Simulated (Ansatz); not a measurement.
Base system: CuAu (space group P4/mmm, No. 123; a = 2.869 Å, c = 3.645 Å; relaxed with 0.1 eV smearing). Axes: x, y, z lie along a, b, c of the conventional cell.

All numbers come from Kohn–Sham DFT with the PBE functional, run in Ansatz (a program for electronic structure) with PAW and 420 eV plane waves, scalar-relativistic without spin-orbit coupling.

Strains are applied to the cell and any free atomic positions relax; under biaxial strain the out-of-plane vector relaxes too.

One change was made to it. Results:

| quantity | base | after |
|---|---|---|
| pressure (mean of the normal stresses, compression positive) | 0.0 GPa | 0.2 GPa |
| shortest interatomic distance | 2.727 Å | 2.731 Å |

**Question.** What was done to the base?
(A) biaxial strain +3.00 %, plane normal [001], relaxed out of plane
(B) biaxial strain −2.00 %, plane normal [001], relaxed out of plane
(C) biaxial strain −0.50 %, plane normal [001], relaxed out of plane

**Answer.** C, biaxial strain −0.50 %, plane normal [001], relaxed out of plane. For comparison, the pressure in the other runs: biaxial strain +3.00 %, plane normal [001], relaxed out of plane gives -0.4 GPa; biaxial strain −2.00 %, plane normal [001], relaxed out of plane gives 1.2 GPa.

Stability against distortions was not tested. All final runs are without spin polarisation.
